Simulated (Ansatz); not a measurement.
We consider BaAl₄ (I4/mmm, No. 139), described by BLYP in Ansatz (plane waves, PAW).

Run with plane-wave cutoff 520 eV, 18×18×18 k mesh, Fermi–Dirac smearing 0.05 eV, scalar-relativistic PAW data made under PBE.

Cell (relaxed at this level):

```cif
data_Al4Ba
_chemical_formula_sum 'Ba1 Al4'
_space_group_name_H-M_alt 'P 1'
_space_group_IT_number 1
_cell_length_a 6.61145
_cell_length_b 6.61145
_cell_length_c 6.61145
_cell_angle_alpha 138.580
_cell_angle_beta 138.580
_cell_angle_gamma 60.016
loop_
_space_group_symop_operation_xyz
  'x, y, z'
loop_
_atom_site_label
_atom_site_type_symbol
_atom_site_fract_x
_atom_site_fract_y
_atom_site_fract_z
_atom_site_occupancy
Ba1 Ba 0.00000 0.00000 0.00000 1
Al1 Al 0.75000 0.25000 0.50000 1
Al2 Al 0.25000 0.75000 0.50000 1
Al3 Al 0.37978 0.37978 0.00000 1
Al4 Al 0.62022 0.62022 0.00000 1
```

Give the computed bulk modulus and pressure derivative B′ of the bulk modulus.


- bulk modulus: 42.1 GPa
- pressure derivative B′ of the bulk modulus: 4.5

The run finds no gap.

Note: the volume lies 10 % above that of the published cell; the bulk modulus comes from volumes at which shape and atoms were relaxed.

Spin–orbit coupling is not included.

The result took about 40 core-minutes (a rough figure).

Ansatz is a quantum-chemistry and plane-wave program.
